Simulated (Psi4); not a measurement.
Psi4 1.11, HF/def2-svp, scf_type pk: Ta(S)(OMe)2(Me) (C[O][Ta]([CH3])(=[S])[O]C), 16 atoms. The geometry is a generated start, not checked to be a minimum at this level.

task: energy
method: scf
basis: def2-svp
memory: 7 GB
e_convergence: 1e-08
d_convergence: 1e-07
guess: auto, which took SAD (default)
diis_max_vecs: 10 (default)
scf_initial_accelerator: adiis (default)
effective core potentials: those of the basis set, past Kr
basis functions: 165

```xyz
16

Ta     0.3920     0.1981    -0.0830
S      1.0594     2.2954     0.4708
O     -0.0671     0.4003    -1.7991
C     -0.3414     0.6267    -3.1322
H      0.3076     0.0084    -3.7657
H     -1.3874     0.3773    -3.3515
H     -0.1711     1.6832    -3.3699
O      1.0683    -0.7637     1.2623
C      1.6820    -1.4082     2.3168
H      0.9426    -1.9854     2.8847
H      2.4561    -2.0922     1.9477
H      2.1425    -0.6679     2.9806
C     -1.7626     0.3195     0.8034
H     -1.8530     1.1830     1.4592
H     -1.9755    -0.5829     1.3757
H     -2.4924     0.4083     0.0002
```

The reference run uses exact four-centre integrals (scf_type = pk). Each setting ran once; only counts and results are compared.

Settings tried, all else as in the reference:
- scf_type = mem_df
- scf_type = dfdirj+link
- scf_type = dfdirj+snlink
- scf_type = cd, cholesky_tolerance = 1e-06
- scf_type = dfdirj+cosx
- scf_type = cd, cholesky_tolerance = 1e-05
- scf_type = dfdirj+cosx, cosx_radial_points_final = 75, cosx_spherical_points_final = 302
- scf_type = cd, cholesky_tolerance = 0.001
- scf_type = dfdirj+cosx, cosx_radial_points_final = 50, cosx_spherical_points_final = 194
- scf_type = cd, cholesky_tolerance = 0.0001 (default)
- scf_type = dfdirj+cosx, cosx_radial_points_final = 25, cosx_spherical_points_final = 50

Problem. Sort the settings: which keep to the reference within 0.10 meV/atom in energy, and which don't?

Solution. Within it: scf_type = cd, cholesky_tolerance = 1e-05; scf_type = cd, cholesky_tolerance = 1e-06; scf_type = dfdirj+cosx, cosx_radial_points_final = 50, cosx_spherical_points_final = 194. At the edge (between 0.75 and 1.33 times the tolerance): scf_type = dfdirj+cosx, cosx_radial_points_final = 75, cosx_spherical_points_final = 302. Outside: scf_type = dfdirj+snlink; scf_type = dfdirj+link; scf_type = mem_df; scf_type = cd, cholesky_tolerance = 0.0001 (default); scf_type = dfdirj+cosx; scf_type = cd, cholesky_tolerance = 0.001; scf_type = dfdirj+cosx, cosx_radial_points_final = 25, cosx_spherical_points_final = 50.

| setting | energy against the reference |
|---|---|
| scf_type = cd, cholesky_tolerance = 1e-05 | −0.0029 meV/atom |
| scf_type = cd, cholesky_tolerance = 1e-06 | −0.0071 meV/atom |
| scf_type = dfdirj+cosx, cosx_radial_points_final = 50, cosx_spherical_points_final = 194 | −0.071 meV/atom |
| scf_type = dfdirj+cosx, cosx_radial_points_final = 75, cosx_spherical_points_final = 302 | −0.082 meV/atom |
| scf_type = dfdirj+snlink | −0.19 meV/atom |
| scf_type = dfdirj+link | −0.23 meV/atom |
| scf_type = mem_df | +0.28 meV/atom |
| scf_type = cd, cholesky_tolerance = 0.0001 (default) | +0.90 meV/atom |
| scf_type = dfdirj+cosx | −1.3 meV/atom |
| scf_type = cd, cholesky_tolerance = 0.001 | +8.9 meV/atom |
| scf_type = dfdirj+cosx, cosx_radial_points_final = 25, cosx_spherical_points_final = 50 | +14 meV/atom |

Total energies are compared; such shifts often cancel in part in energy differences. The DFDIRJ builders fit J, which adds its shift to that of exchange. Psi4 runs the final COSX grid once, on the density of the start grid. No test of the SCF solution's stability was run. Also tried and not ranked: scf_type = direct (same energy as a listed run); scf_type = cd, cholesky_tolerance = 0.01 (possibly another state). The tolerance is a choice made for this comparison.
